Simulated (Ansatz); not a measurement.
The parent structure is Si in the diamond structure (space group Fd-3m, No. 227).

```cif
data_Si8
_chemical_formula_sum 'Si8'
_space_group_name_H-M_alt 'Fd-3m :1'
_space_group_IT_number 227
_space_group_name_Hall 'F 4d 2 3 -1d'
_cell_length_a 5.40210
_cell_length_b 5.40210
_cell_length_c 5.40210
_cell_angle_alpha 90.000
_cell_angle_beta 90.000
_cell_angle_gamma 90.000
loop_
_atom_site_label
_atom_site_type_symbol
_atom_site_symmetry_multiplicity
_atom_site_Wyckoff_symbol
_atom_site_fract_x
_atom_site_fract_y
_atom_site_fract_z
_atom_site_occupancy
Si1 Si 8 b 0.50000 0.50000 0.50000 1
```
(The calculation used a cell of 2 atoms; values per cell refer to that cell.)

The values are results of DFT with LDA, PAW potentials and a 420 eV plane-wave cutoff in Ansatz (an electronic-structure program), no spin-orbit coupling, not measurements.

One change was made to it. Results:

```tsv
quantity	base	after
volume per atom	19.71 Å³	19.30 Å³
width of the top valence band	3.94 eV	4.03 eV
```

Problem. Name the change that was made.
A) pressure −2 GPa
B) pressure 15 GPa
C) pressure 2.1 GPa

Solution. C, pressure 2.1 GPa. For comparison, the volume per atom in the other runs: pressure 15 GPa gives 17.46 Å³; pressure −2 GPa gives 20.14 Å³.

The levels and masses belong to the bands next to the band gap. Load acts through the strain it causes; cell and atoms are relaxed under it. Whether these cells are dynamically stable was not tested. Measured, Si leaves this structure (for the β-tin structure) near 12 GPa (room temperature; as listed in arXiv:1906.07825).
